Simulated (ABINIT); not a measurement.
Pressure against volume in antifluorite Be2C (space group 225) (ABINIT, PBEsol)

```xyz
3
Lattice="0.0000 2.1070 2.1070 2.1070 0.0000 2.1070 2.1070 2.1070 0.0000" Properties=species:S:1:pos:R:3 pbc="T T T"
Be     1.0535     1.0535     1.0535
Be     3.1605     3.1605     3.1605
C      0.0000     0.0000     0.0000
```

Computed with PBEsol, norm-conserving pseudopotentials (PseudoDojo nc-sr-04 PBEsol standard) (plane waves; ABINIT). Settings: pseudos = [Be.upf, C.upf]; ecut = 57 Ha; occopt = 3; tsmear = 0.00036749 Ha; ngkpt = 13 13 13; nshiftk = 1; shiftk = 0 0 0; potentials = PseudoDojo nc-sr-04 PBEsol standard; nband = 11; kptopt = 1; nstep = 50; tolvrs = 1e-11. The cell above is the first row's. The rows scale it uniformly. In all rows fractional positions and the k mesh are held.

```csv
V (Å^3/atom),P (GPa)
6.236,?
6.371,11.33
6.507,6.36
6.643,1.83
6.778,-2.31
6.914,-6.09
7.049,-9.54
7.185,-12.70
7.320,-15.59
```

Fit P of the 8 rows that show it with a cubic. With u = V - 6.85, the rows have u = -0.47900, -0.34300, -0.20700, -0.07200, 0.06400, 0.19900, 0.33500, 0.47000. Least squares gives P = -4.352 - 27.810·u + 9.289·u² - 2.092·u³. Residuals (row less fit): 0.000, -0.004, 0.009, -0.009, 0.004, -0.005, 0.005, -0.002; standard error 0.008 (degrees of freedom: 4). The fitted pressure is zero at V0 = 6.701, where dP/dV = -30.71, so B0 = -V0·dP/dV = 206 GPa.

Problem. Predict the withheld P at V = 6.236 from the fit, and compare with the calculation.

Solution. u = -0.61400, so P = -4.352 - 27.810 × (-0.61400) + 9.289 × (-0.61400)² - 2.092 × (-0.61400)³ = 16.710 GPa. The calculation gives 16.78 GPa, 0.070 GPa above the prediction (0.2 % of the range of P in the table). The row lies outside the fitted rows, so this is an extrapolation. From the scatter of the fitted rows alone, a prediction at this place has a standard error of 0.021 GPa, so the miss is 3.3 times that.

Carrying the step between the two nearest rows on in a straight line would have given 16.26, off by 0.52; series whose last step already gives the withheld value aren't shown. The scan was laid around a cell of about the measured size, scaled by a guess for this functional. The runs keep the symmetry of the cell, so they don't test it for distortions. Cutoffs and mesh are single choices, not tested for convergence of this quantity. Series with a scatter that would blur these digits, or in which a gap closes, are not shown.

Terms beyond the fitted order, or numerical noise in single rows, can give a miss of this size; the table doesn't tell which.
